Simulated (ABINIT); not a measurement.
Worked example: self-consistent single point of SiC (P6_3mc, 4 atoms in the cell) in ABINIT

Method of the run: PBE, PAW (JTH v2.0 PBE PAW) (plane waves; ABINIT 10.0.3).

Input as run:

```
# SiC, JTH v2.0 PBE PAW
pp_dirpath "./"
pseudos "Si.GGA_PBE-JTH.xml, C.GGA_PBE-JTH.xml"
acell 3*1.0
rprim
         5.7081934720    0.0000000435    0.0000000000
        -2.8540967737    4.9434405347    0.0000000000
         0.0000000000    0.0000000000    9.3701540766
natom 4
ntypat 2
znucl 14 6
typat 1 1 2 2
xcart
        -0.0000000251    3.2956270376    4.6813289767
         2.8540967234    1.6478135406    9.3664060150
        -0.0000000251    3.2956270376    8.2026328787
         2.8540967234    1.6478135406    3.5175558404
ecut 42 Ry
pawecutdg 84 Ry
ixc 11
occopt 1
nband 10
kptopt 1
ngkpt 13 13 7
nshiftk 1
shiftk 0 0 0
nstep 100
tolvrs 1.0e-10
diemac 6
prtwf 0
prtden 0
prtvol 1
enunit 2
```

Log, with long lists cut:

```
 Symmetries : space group P6_3 m c (#186); Bravais hP (primitive hexag.)

 -outvars: echo values of preprocessed input variables --------
            acell      1.0000000000E+00  1.0000000000E+00  1.0000000000E+00 Bohr
           diemac      6.00000000E+00
             ecut      2.10000000E+01 Hartree
           enunit           2
              ixc          11
         kptrlatt       13    0    0      0   13    0      0    0    7
          kptrlen      6.55910785E+01
            natom           4
            nband          10
            ngfft          24      24      40
          ngfftdg          36      36      60
             nkpt          84
            nstep         100
             nsym          12
           ntypat           2
        pawecutdg      4.20000000E+01 Hartree
            rprim      5.7081934720E+00  4.3500000000E-08  0.0000000000E+00
                      -2.8540967737E+00  4.9434405347E+00  0.0000000000E+00
                       0.0000000000E+00  0.0000000000E+00  9.3701540766E+00
          spgroup         186
           tolvrs      1.00000000E-10
            typat      1  1  2  2
           useylm           1
             xred      3.3333333333E-01  6.6666666667E-01  4.9960000000E-01
                       6.6666666667E-01  3.3333333333E-01  9.9960000000E-01
                       3.3333333333E-01  6.6666666667E-01  8.7540000000E-01
                       6.6666666667E-01  3.3333333333E-01  3.7540000000E-01
            znucl       14.00000    6.00000

== DATASET  1 ==================================================================

 Exchange-correlation functional for the present dataset will be:
  GGA: Perdew-Burke-Ernzerhof functional - ixc=11
 Citation for XC functional:
  J.P.Perdew, K.Burke, M.Ernzerhof, PRL 77, 3865 (1996)

 Real(R)+Recip(G) space primitive vectors, cartesian coordinates (Bohr,Bohr^-1):
 R(1)=  5.7081935  0.0000000  0.0000000  G(1)=  0.1751868  0.1011441  0.0000000
 R(2)= -2.8540968  4.9434405  0.0000000  G(2)= -0.0000000  0.2022883  0.0000000
 R(3)=  0.0000000  0.0000000  9.3701541  G(3)=  0.0000000  0.0000000  0.1067218
 Unit cell volume ucvol=  2.6440809E+02 bohr^3
 Angles (23,13,12)=  9.00000000E+01  9.00000000E+01  1.20000000E+02 degrees

 Coarse grid specifications (used for wave-functions):

 getcut: wavevector=  0.0000  0.0000  0.0000  ngfft=  24  24  40
         ecut(hartree)=     21.000   => boxcut(ratio)=   2.03816

 Fine grid specifications (used for densities):

 getcut: wavevector=  0.0000  0.0000  0.0000  ngfft=  36  36  60
         ecut(hartree)=     42.000   => boxcut(ratio)=   2.16179

   2.91409616E+02                                ecore*ucvol(ha*bohr**3)

 newkpt: prtvol=0 or 1, do not print more k-points.
_setup2: Arith. and geom. avg. npw (full set) are    1215.715    1215.697

--- !BeginCycle
solver: {iscf: 17, nstep: 100, nline: 4, wfoptalg: 10, }
tolerances: {tolvrs: 1.00E-10, }
...

     iter   Etot(hartree)      deltaE(h)  residm     nres2
 ETOT  1  -19.593693643548    -1.959E+01 1.120E-01 4.410E+01
 ETOT  2  -19.499728241996     9.397E-02 1.773E-02 5.148E+00
 ETOT  3  -19.492345701595     7.383E-03 5.646E-03 5.410E-01
 ETOT  4  -19.492499553006    -1.539E-04 1.182E-03 3.588E-03
 ETOT  5  -19.492522960425    -2.341E-05 5.388E-04 6.292E-04
 ETOT  6  -19.492535778631    -1.282E-05 1.648E-04 3.623E-05
   [... 3 lines left out ...]
 ETOT 10  -19.492537930417    -2.608E-08 6.642E-05 4.260E-08
 ETOT 11  -19.492537937416    -6.999E-09 6.011E-05 9.800E-10
 ETOT 12  -19.492537939392    -1.976E-09 3.262E-05 1.087E-09
 ETOT 13  -19.492537939944    -5.529E-10 2.873E-05 2.135E-10
 ETOT 14  -19.492537940102    -1.578E-10 1.510E-05 3.497E-11

 At SCF step   14       nres2   =  3.50E-11 < tolvrs=  1.00E-10 =>converged.

 Cartesian components of stress tensor (hartree/bohr^3)
  sigma(1 1)= -5.64707732E-04  sigma(3 2)=  0.00000000E+00
  sigma(2 2)= -5.64707732E-04  sigma(3 1)=  0.00000000E+00
  sigma(3 3)= -5.47671382E-04  sigma(2 1)=  2.03342169E-14

 ----iterations are completed or convergence reached----

 reduced coordinates (array xred) for    4 atoms
       0.333333333333      0.666666666667      0.499600000003
       0.666666666667      0.333333333333      0.999600000003
       0.333333333333      0.666666666667      0.875400000005
       0.666666666667      0.333333333333      0.375400000005
 cartesian forces (eV/Angstrom) at end:
    1     -0.00000000000000     0.00000000000000     0.01380521529654
    2     -0.00000000000000     0.00000000000000     0.01380521529654
    3      0.00000000000000    -0.00000000000000    -0.01380521529654
    4     -0.00000000000000     0.00000000000000    -0.01380521529654
 frms,max,avg= 7.9704448E-03 1.3805215E-02   0.000E+00  0.000E+00 -2.917E-03 e/A
 length scales=  1.000000000000  1.000000000000  1.000000000000 bohr
              =  0.529177208590  0.529177208590  0.529177208590 angstroms
 Fermi (or HOMO) energy (hartree) =   0.31280   Average Vxc (hartree)=  -0.42939
 Eigenvalues (hartree) for nkpt=  84  k points:
 kpt#   1, nband= 10, wtk=  0.00085, kpt=  0.0000  0.0000  0.0000 (reduced coord)
  -0.27667   -0.13811   -0.01960    0.26292    0.26292    0.30851    0.31280    0.31280
   0.50594    0.55988
 prteigrs : prtvol=0 or 1, do not print more k-points.

 Fermi (or HOMO) energy (eV) =   8.51161   Average Vxc (eV)= -11.68443
 Eigenvalues (   eV  ) for nkpt=  84  k points:
 kpt#   1, nband= 10, wtk=  0.00085, kpt=  0.0000  0.0000  0.0000 (reduced coord)
  -7.52868   -3.75829   -0.53338    7.15432    7.15432    8.39498    8.51161    8.51161
  13.76729   15.23505
 prteigrs : prtvol=0 or 1, do not print more k-points.

--- !EnergyTerms
comment             : Components of total free energy in Hartree
kinetic             :  1.03832867953230E+01
hartree             :  2.34091910987920E+00
xc                  : -9.32240259636697E+00
Ewald energy        : -2.12855126256538E+01
psp_core            :  1.10212066549815E+00
local_psp           : -7.91532815751774E+00
spherical_terms     :  5.20437799602340E+00
total_energy        : -1.94925388128148E+01
total_energy_eV     : -5.30418956041451E+02
...

-Cartesian components of stress tensor (GPa)         [Pressure=  1.6447E+01 GPa]
- sigma(1 1)= -1.66142723E+01  sigma(3 2)=  0.00000000E+00
- sigma(2 2)= -1.66142723E+01  sigma(3 1)=  0.00000000E+00
- sigma(3 3)= -1.61130456E+01  sigma(2 1)=  5.98253216E-10

 Calculation completed.
```

The run converged in 14 iterations.

The starting cell comes from a database of computed structures (which also holds hypothetical and non-ambient phases and stackings), without a prior relaxation at this level. Its lattice was rescaled by a random factor within 2.5 % of one. With a pressure of about 16 GPa the cell is away from its equilibrium volume at this level.

These are the values that this program gave, and no reference: the one-centre exchange-correlation terms come from a truncated expansion.

Cost on one core of a shared machine: roughly 50 s.
